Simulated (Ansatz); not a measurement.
This concerns the formation energy of Al_Ru in Ru (hcp, P6₃/mmc). Reaction: 63 Ru (hcp) + Al (fcc) → cell A.

Cell A: a supercell of 64 sites of Ru (hcp, P6₃/mmc) with Al on a Ru site (12 Ru at 2.68–2.74 Å); spin state with PBE: run without spin, k-point mesh 4×4×4.
```yaml
crystal:
  lattice:
    - [10.88774, 0.00000, 0.00000]
    - [-5.44387, 9.42906, 0.00000]
    - [0.00000, 0.00000, 8.58784]
  atoms:
    - { symbol: Ru, position: [0.00003, 0.99997, 0.00000] }
    - { symbol: Ru, position: [0.08313, 0.16638, 0.24998] }
    - { symbol: Ru, position: [0.99986, 0.00014, 0.50000] }
    - { symbol: Ru, position: [0.08313, 0.16638, 0.75002] }
    - { symbol: Ru, position: [0.99997, 0.24998, 0.00000] }
    - { symbol: Ru, position: [0.08313, 0.41675, 0.24998] }
    - { symbol: Ru, position: [0.00039, 0.25019, 0.50000] }
    - { symbol: Ru, position: [0.08313, 0.41675, 0.75002] }
    - { symbol: Ru, position: [0.00003, 0.50005, 0.00000] }
    - { symbol: Ru, position: [0.08331, 0.66661, 0.24977] }
    - { symbol: Ru, position: [0.99986, 0.49971, 0.50000] }
    - { symbol: Ru, position: [0.08331, 0.66661, 0.75023] }
    - { symbol: Ru, position: [0.99977, 0.74988, 0.00000] }
    - { symbol: Ru, position: [0.08331, 0.91669, 0.24977] }
    - { symbol: Ru, position: [0.99956, 0.74978, 0.50000] }
    - { symbol: Ru, position: [0.08331, 0.91669, 0.75023] }
    - { symbol: Ru, position: [0.25012, 0.00023, 0.00000] }
    - { symbol: Ru, position: [0.33354, 0.16708, 0.24959] }
    - { symbol: Ru, position: [0.25022, 0.00044, 0.50000] }
    - { symbol: Ru, position: [0.33354, 0.16708, 0.75041] }
    - { symbol: Ru, position: [0.24941, 0.24911, 0.00000] }
    - { symbol: Ru, position: [0.33323, 0.41661, 0.24677] }
    - { symbol: Ru, position: [0.24882, 0.24784, 0.50000] }
    - { symbol: Ru, position: [0.33323, 0.41661, 0.75323] }
    - { symbol: Ru, position: [0.24941, 0.50030, 0.00000] }
    - { symbol: Ru, position: [0.33354, 0.66646, 0.24959] }
    - { symbol: Ru, position: [0.24882, 0.50099, 0.50000] }
    - { symbol: Ru, position: [0.33354, 0.66646, 0.75041] }
    - { symbol: Ru, position: [0.25012, 0.74988, 0.00000] }
    - { symbol: Ru, position: [0.33339, 0.91669, 0.24977] }
    - { symbol: Ru, position: [0.25022, 0.74978, 0.50000] }
    - { symbol: Ru, position: [0.33339, 0.91669, 0.75023] }
    - { symbol: Ru, position: [0.49995, 0.99997, 0.00000] }
    - { symbol: Ru, position: [0.58325, 0.16638, 0.24998] }
    - { symbol: Ru, position: [0.50029, 0.00014, 0.50000] }
    - { symbol: Ru, position: [0.58325, 0.16638, 0.75002] }
    - { symbol: Ru, position: [0.49970, 0.24911, 0.00000] }
    - { symbol: Ru, position: [0.58339, 0.41661, 0.24677] }
    - { symbol: Ru, position: [0.49901, 0.24784, 0.50000] }
    - { symbol: Ru, position: [0.58339, 0.41661, 0.75323] }
    - { symbol: Ru, position: [0.50000, 0.50000, 0.00000] }
    - { symbol: Ru, position: [0.58339, 0.66677, 0.24677] }
    - { symbol: Al, position: [0.50000, 0.50000, 0.50000] }
    - { symbol: Ru, position: [0.58339, 0.66677, 0.75323] }
    - { symbol: Ru, position: [0.49970, 0.75059, 0.00000] }
    - { symbol: Ru, position: [0.58325, 0.91687, 0.24998] }
    - { symbol: Ru, position: [0.49901, 0.75118, 0.50000] }
    - { symbol: Ru, position: [0.58325, 0.91687, 0.75002] }
    - { symbol: Ru, position: [0.75002, 0.00003, 0.00000] }
    - { symbol: Ru, position: [0.83333, 0.16667, 0.25034] }
    - { symbol: Ru, position: [0.74981, 0.99961, 0.50000] }
    - { symbol: Ru, position: [0.83333, 0.16667, 0.74966] }
    - { symbol: Ru, position: [0.75002, 0.24998, 0.00000] }
    - { symbol: Ru, position: [0.83362, 0.41675, 0.24998] }
    - { symbol: Ru, position: [0.74981, 0.25019, 0.50000] }
    - { symbol: Ru, position: [0.83362, 0.41675, 0.75002] }
    - { symbol: Ru, position: [0.75089, 0.50030, 0.00000] }
    - { symbol: Ru, position: [0.83292, 0.66646, 0.24959] }
    - { symbol: Ru, position: [0.75216, 0.50099, 0.50000] }
    - { symbol: Ru, position: [0.83292, 0.66646, 0.75041] }
    - { symbol: Ru, position: [0.75089, 0.75059, 0.00000] }
    - { symbol: Ru, position: [0.83362, 0.91687, 0.24998] }
    - { symbol: Ru, position: [0.75216, 0.75118, 0.50000] }
    - { symbol: Ru, position: [0.83362, 0.91687, 0.75002] }
```

Reference: Ru (hcp, P6₃/mmc), 64 atoms in the cell, the relaxed perfect crystal repeated, atoms not moved again; spin state with PBE: run without spin, k-point mesh 4×4×4 on the run's own vectors.

Reference: Al (fcc, Fm-3m), 1 atom in the cell, k-point mesh 26×26×26 on the run's own vectors. Conventional cell: a = b = c = 4.042 Å, α = β = γ = 90.00°.

Plane-wave PAW calculations with Ansatz (a first-principles code), its default PAW set, cutoff 500 eV. The structures are at rest with PBE, within the held lattices; other levels are single points on them. Neutral cells; Fermi-Dirac smearing of at most 0.10 eV in the solids, energies taken to zero width. The lattices are those relaxed with PBE, so at other levels the solids can be strained. Larger cells are relaxed from a start prepared with the learned potential CHGNet, on a coarser mesh till forces fall under 0.03 eV/Å, which some starts already meet. A dispersion term (D3(BJ), or D4 for r2SCAN) was computed beside these levels and is taken off wherever the name lacks it. No zero-point or thermal terms. No structure search was made; lower ones may exist. No correction for cell size. Mesh and cell size may move defect energies by 0.1 eV or more. Cell A has symmetry P-6m2 within 0.02 Å and got no random move, so less symmetric positions, which may lie lower, weren't tried.

Q: Predict the value from r2SCAN.

A: -0.67 eV, for 63 Ru (hcp) + Al (fcc) → cell A.
